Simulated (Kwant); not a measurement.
Device: GaAs/Al0.3Ga0.7As stack with 1 barrier. One parabolic valley. Leads of mass 0.067 mₑ with the band edge at 0; grid 0.1 nm; bias 0 V, dropping linearly over the stack.

| layer | thickness (nm) | band offset (eV) | mass (mₑ) |
|---|---|---|---|
| 1 | 4.2 | 0.24 | 0.092 |

The device is made up for the run: typed textbook-type constants, with dimensions and the other settings drawn at random.

Computed with Kwant: one-band effective-mass tight-binding model in one dimension, coherent, no space charge.

Sweep values stay those of the base run.

The thickness of the first barrier was swept, all else fixed.

| thickness of the first barrier (nm) | transmission at E = 0.3600 eV | transmission at E = 0.1783 eV | mean transmission over the sweep | transmission at E = 0.2692 eV |
|---|---|---|---|---|
| 2.5 | 0.64 | 0.34 | 0.34 | 0.49 |
| 3.4 | 0.64 | 0.18 | 0.23 | 0.38 |
| 4.2 | 0.74 | 0.098 | 0.20 | 0.32 |
| 5 | 0.90 | 0.054 | 0.19 | 0.28 |
| 5.9 | 1.00 | 0.027 | 0.21 | 0.27 |

From the first row to the last the transmission at E = 0.3600 eV goes from 0.64 to 1.00. From the first row to the last the transmission at E = 0.1783 eV goes from 0.34 to 0.027.
